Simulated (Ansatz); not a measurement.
System: Zn₂SeS (P-4m2, No. 115, 4 atoms in the cell; start mp-1215430). Method: r²SCAN (Ansatz, a first-principles code, PAW).

Numerical settings: plane-wave cutoff 500 eV, 10×10×8 k mesh (along the axes of the cell as run), Fermi–Dirac smearing 0.05 eV, scalar-relativistic PAW data made under PBE.

Cell (relaxed at this level):

Zn2SSe is modelled in the tetragonal space group P-4m2 (No. 115), Pearson symbol tP4. Conventional cell: a = 3.9087 Å, b = 3.9087 Å, c = 5.5244 Å, α = 90.00°, β = 90.00°, γ = 90.00°. Zn on 2g is coordinated by 2 S at 2.352 Å and 2 Se at 2.435 Å (tetrahedral). Se on 1d is surrounded by 4 Zn at 2.435 Å (tetrahedral). S on 1b sees 4 Zn at 2.352 Å (tetrahedral). (Neighbours: up to the widest gap in distance over summed covalent radii, below 1.35, at either atom; cation-cation and far metal-metal contacts left out.)

**Question.** Give the computed band gap.

**Answer.** 
band gap: 2.17 eV (on the SCF k mesh)

Note: the relaxation could not lower the start's symmetry, so the cell can be a saddle point above a distorted one.

Spin–orbit coupling is not included.

Static lattice: no zero-point or thermal effects.

It cost very roughly 2.1 core-minutes of CPU time.

A start named mp-… is a Materials Project structure, which need not be a measured phase.
